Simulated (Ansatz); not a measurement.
# How the equilibrium lattice constant a of BeTe (model structure, started from the litharge type, P4/nmm, No. 129, 4 atoms in the cell) moves with the method

No measured value is used here.

| level (code) | value (Å) |
|---|---|
| PBE (Ansatz) | [?] |
| PBEsol (Ansatz) | 4.998 |
| PBE-D3(BJ) (Ansatz) | 4.991 |

Question: What belongs in the gaps?

Answer: 
- PBE (Ansatz, an electronic-structure program), value (Å): 5.034

Ansatz's density-functional and Hartree–Fock values are scalar-relativistic unless marked +SOC, with PAW data made under PBE.

A model structure was made by putting elements into a prototype or built by hand; it is no filed structure, need not be a known phase, and can be a saddle point held by its symmetry.
